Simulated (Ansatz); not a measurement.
**Nb on a Ga site (middle of the slab) in a 2x2 cell of the 1x1 (10-10) surface of wurtzite GaN (cut with top plane Ga + N)**

Host crystal: wurtzite GaN, with a band gap (PBE, scalar-relativistic without spin-orbit coupling).

Computed with PBE (plane waves to 420 eV, PAW; Ansatz, an electronic-structure program).

Set-up: 64 atoms, 9.3 Å thick at the start (thin: gaps and levels are the slab's own); mesh 3x2x1; 0.01 eV smearing; dipole correction on; 16 atoms held, the rest relaxed; start symmetry kept, larger cells not searched; spin-polarised, ending with about 1.0 μB a cell, a value that depends on the mesh; orders that need a larger cell were not tried, no spin-orbit, no U. The slab shows no gap over 0.04 eV on its mesh.

| Quantity | Value |
|---|---|
| formation energy against alpha gallium, bcc Nb | 1.41 eV |
| change of the step from the bottom to the top vacuum level, against the clean slab | 0.086 eV |
| energy released by relaxation | 0.41 eV |
| largest move of a host atom | 0.22 Å |
